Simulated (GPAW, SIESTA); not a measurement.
A SIESTA input for a self-consistent single point of Pd (Fm-3m, 1 atom in the cell) (DFT, LDA PW92, numerical atomic orbitals DZP, PseudoDojo LDA standard norm-conserving potentials (rewritten from UPF to PSML)):

```
# files in the folder: Pd.psml (PseudoDojo LDA standard)
SystemName  Pd
SystemLabel Pd

NumberOfAtoms                1
NumberOfSpecies              1
%block ChemicalSpeciesLabel
  1 46 Pd
%endblock ChemicalSpeciesLabel
LatticeConstant              1.0 Bohr
%block LatticeVectors
     0.000000000    3.764234285    3.764234285
     3.764234285    0.000000000    3.764234285
     3.764234285    3.764234285    0.000000000
%endblock LatticeVectors
AtomicCoordinatesFormat      Ang
%block AtomicCoordinatesAndAtomicSpecies
     0.000000000    0.000000000    0.000000000  1
%endblock AtomicCoordinatesAndAtomicSpecies

XC.functional                LDA
XC.authors                   PW92
PAO.BasisSize                DZP
PAO.EnergyShift              0.01 Ry
MeshCutoff                   400 Ry
%block kgrid.MonkhorstPack
   10   0   0  0.0
    0  10   0  0.0
    0   0  10  0.0
%endblock kgrid.MonkhorstPack
OccupationFunction           MP
OccupationMPOrder            0
ElectronicTemperature        0.272 eV
Spin                         polarized
%block DM.InitSpin
  1 +1.00
%endblock DM.InitSpin

MaxSCFIterations             150
SCF.Mixer.Method             Pulay
SCF.Mixer.Weight             0.1
SCF.Mixer.History            8
SCF.DM.Tolerance             1.0E-05
Diag.ParallelOverK           true
WriteForces                  true
Charge.Mulliken              end
```

Problem. Give the GPAW input for the same structure, mesh, smearing and functional.

Solution. One input that does it (others would too):

```python
from ase import Atoms
from ase.units import GPa
from gpaw import GPAW

atoms = Atoms(['Pd'],
              cell=[[0.000000, 1.991947, 1.991947],
                    [1.991947, 0.000000, 1.991947],
                    [1.991947, 1.991947, 0.000000]],
              scaled_positions=[[0.000000, 0.000000, 0.000000]],
              pbc=True)

atoms.set_initial_magnetic_moments([1.0])

calc = GPAW(spinpol=True,
            mode={'name': 'pw', 'ecut': 600},
            xc='LDA',
            kpts={'size': (10, 10, 10), 'gamma': True},
            occupations={'name': 'methfessel-paxton', 'width': 0.272, 'order': 0},
            nbands=-7,
            convergence={'density': 1e-05, 'energy': 1e-05},
            symmetry={'symmorphic': False, 'tolerance': 0.0005},
            maxiter=120,
            txt='-')

atoms.calc = calc

energy = atoms.get_potential_energy()
print('Energy (eV):', round(energy, 6))
forces = atoms.get_forces()
print('Forces (eV/Ang):')
print(forces.round(5))
stress = atoms.get_stress()
print('Stress (GPa, Voigt):', (stress / GPa).round(4))
```

Basis settings and potentials, where a program has them, do not carry over. This input uses DFT LDA (Perdew-Wang 92), plane waves, GPAW PAW datasets LDA (gpaw-data 1.0.1). LDA parametrisations can differ slightly between programs. Both were run: pressure -21.30 GPa in SIESTA and -18.21 in GPAW; size of the net moment 0.00 μB/atom in SIESTA and 0.00 in GPAW.

On GPAW: the starting cell comes from a database of computed structures (which also holds hypothetical and non-ambient phases and stackings), without a prior relaxation at this level. Its lattice was rescaled by a random factor within 2.5 % of one. The starting moments vanished: the run ended non-magnetic. With a pressure of about -18 GPa the cell is away from its equilibrium volume at this level.

On SIESTA: the starting cell comes from a database of computed structures (which also holds hypothetical and non-ambient phases and stackings), without a prior relaxation at this level. Its lattice was rescaled by a random factor within 2.5 % of one. The starting moments vanished: the run ended non-magnetic. Values carry the incompleteness of an atom-centred basis. With a pressure of about -21 GPa the cell is away from its equilibrium volume at this level.
